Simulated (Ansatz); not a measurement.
The reference is InP in the zinc blende structure (space group F-43m, No. 216; a = 5.9070 Å). Axes: x, y, z lie along the cube axes.

The values are results of Ansatz (a quantum-chemistry and plane-wave program) r2SCAN, no spin-orbit coupling, not measurements.

Strains are applied to the cell and any free atomic positions relax.

One change was made to it. Results:

| quantity | base | after |
|---|---|---|
| band gap | 1.03 eV | 0.97 eV |
| valence-band top at Γ (three highest levels, from the VBM) | 0.00, 0.00, 0.00 eV | 0.00, -0.06, -0.11 eV |
| shortest interatomic distance | 2.558 Å | 2.553 Å |

**Question.** Which of these changes matches the shifts?
A) tensor shear ε_xy = +0.86 %
B) tensor shear ε_xy = +2.00 %
C) tensor shear ε_xy = +0.29 %
D) tensor shear ε_xy = +1.43 %

**Answer.** A, tensor shear ε_xy = +0.86 %. For comparison, the band gap in the other runs: tensor shear ε_xy = +2.00 % gives 0.86 eV; tensor shear ε_xy = +0.29 % gives 1.01 eV; tensor shear ε_xy = +1.43 % gives 0.92 eV.

Whether these cells are dynamically stable was not tested.
